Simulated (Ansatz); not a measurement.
Base system: MgS in the rock salt structure (space group Fm-3m, No. 225).

```xyz
2
Lattice="0.0000 2.6148 2.6148 2.6148 0.0000 2.6148 2.6148 2.6148 0.0000" Properties=species:S:1:pos:R:3 pbc="T T T"
Mg     0.0000     0.0000     0.0000
S      2.6148     2.6148     2.6148
```

Computed with Ansatz (a quantum-chemistry and plane-wave program) PBE, no spin-orbit coupling.

Before the change:

- Width of the top valence band: 2.31 eV
- Valley order: X along ⟨100⟩ 2.76 eV; Γ 3.60 eV

One thing is altered: an isotropic linear strain of −3.00 %, atoms relaxed at fixed cell.

Question: How does this affect the mean gap deformation potential ΔEg/Δln V?

Answer: The mean gap deformation potential ΔEg/Δln V comes out as -2.1 eV.

Question: How does this affect the width of the top valence band?

Answer: The width of the top valence band grows by 0.26 eV to 2.57 eV.

Question: Predict the new valley order.

Answer: The valley order (the lowest conduction-band minima on the path, energy above the VBM, named in the base's zone) changes from X along ⟨100⟩ 2.76 eV; Γ 3.60 eV to X along ⟨100⟩ 2.95 eV; Γ 4.35 eV.

Stability against distortions was not tested.
